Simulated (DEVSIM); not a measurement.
Device: abrupt GaAs n-p junction, at 300 K.

Layer 1 from the left is GaAs, thickness (μm) 7.00, Nd (cm⁻³) 2.1e17, τn (s) 4.1e-9, τp (s) 4.1e-9. Layer 2 from the left is GaAs, thickness (μm) 7.90, Na (cm⁻³) 2.2e16, τn (s) 4.1e-9, τp (s) 4.1e-9.

Left contact: ohmic. Right contact: ohmic. Voltage is applied to the left contact. Recombination: SRH at mid-gap. Mobility is constant in doping.

The device is made up for the run: typed textbook-type constants, with dimensions and the other settings drawn at random. Values at 300 K.

GaAs: gap (eV) 1.424, affinity (eV) 4.07, permittivity 12.9, Nc (cm⁻³) 4.7e17, Nv (cm⁻³) 9e18, μn (cm²/Vs) 8500, μp (cm²/Vs) 400.

Model (solved in DEVSIM): 1D drift-diffusion, Boltzmann statistics, complete ionisation; no tunnelling, impact ionisation, image-force lowering or self-heating.

Dark forward current:

```
|V| (V)  |J| (A/cm²)
-------  -----------
0.05       1.130e-10
0.10       3.929e-10
0.15        1.137e-9
0.20        3.142e-9
0.25        8.570e-9
0.30        2.329e-8
0.35        6.327e-8
0.40        1.722e-7
0.45        4.698e-7
0.50        1.286e-6
0.55        3.543e-6
0.60        9.851e-6
0.65        2.791e-5
0.70        8.217e-5
0.75       0.0002612
0.80       0.0009500
0.85        0.004163
0.90         0.02195
0.95          0.1320
1.00          0.8517
1.05           5.609
1.10           34.60
1.15           165.6
1.20           553.5
1.25            1396
1.30            2889
```

Problem. Work out the local ideality factor n = ΔV / (kT/q · ln(J2/J1)) between the rows 0.15 and 0.20 V, 1.00 and 1.05 V, 1.25 and 1.30 V.

Solution. kT/q = 25.85 mV. From 0.15 to 0.20 V: ln(3.142e-9/1.137e-9) = 1.016, n = 1.90, near the 2 of recombination in the depletion region. From 1.00 to 1.05 V: ln(5.609/0.8517) = 1.885, n = 1.03, near the 1 of diffusion or emission over a barrier. From 1.25 to 1.30 V: ln(2889/1396) = 0.727, n = 2.66.

Problem. Estimate the current at 1.00 V from the Shockley equation with J0 = Σ q ni² D/(N L) coth(W/L), τ joining the SRH, radiative and Auger lifetimes that are on, and W taken as the whole layer.

Solution. ni² = 5.04e12 cm⁻⁶; holes in the n layer: μ = 400 cm²/Vs, D = 10.3 cm²/s, τ = 4.10e-9 s, L = 2.06 μm, W/L = 3.4, term 1.93e-19 A/cm²; electrons in the p layer: μ = 8500 cm²/Vs, D = 220 cm²/s, τ = 4.10e-9 s, L = 9.49 μm, W/L = 0.83, term 1.25e-17 A/cm². J0 = 1.27e-17 A/cm², and J = J0 exp(qV/kT) = 0.800 A/cm². The simulation gives 0.852 A/cm²; the estimate lies 6.1 % below. The estimate leaves out recombination in the depletion region and that region's share of W.
